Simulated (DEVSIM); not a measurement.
System: Co/SiO2/p-Si capacitor, at 300 K.

```csv
layer (left to right),material,thickness (nm),Na (cm⁻³)
1,SiO2,2.50,-
2,Si,17000,1.2e15
```

Metal gate on the left, work function 5 eV. Fixed charge at the semiconductor interface 2.5e11 cm⁻² (in units of +e); interface traps 1.3e11 cm⁻² eV⁻¹, uniform in energy, neutral level at 0.7 of the gap above the valence band.

This is a model device: material constants are rounded textbook-type values typed into the input, and sizes, dopings and lifetimes were drawn at random. Values at 300 K.

| parameter | SiO2 | Si |
|---|---|---|
| gap (eV) | 9 | 1.124 |
| affinity (eV) | 0.9 | 4.05 |
| permittivity | 3.9 | 11.7 |
| Nc (cm⁻³) | - | 2.86e19 |
| Nv (cm⁻³) | - | 3.1e19 |

DEVSIM, 1D Poisson equation in equilibrium, Boltzmann statistics, complete ionisation; no quantum confinement or tunnelling. Metal contacts follow the ideal Schottky-Mott rule: no Fermi-level pinning, no interface dipoles.

The fixed charge was swept, all else fixed.

| fixed charge (cm^-2) | flat-band voltage (V) | threshold voltage (band bending 2φF) (V) |
|---|---|---|
| -2.75e12 | 0.40 | 1.02 |
| -1.25e12 | 0.23 | ? |
| 2.5e11 | 0.05 | 0.67 |
| 1.75e12 | -0.12 | 0.50 |
| 3.25e12 | -0.29 | 0.33 |

**Question.** Fill in the missing entries.

**Answer.** 
- -1.25e12, threshold voltage (band bending 2φF) (V): 0.85
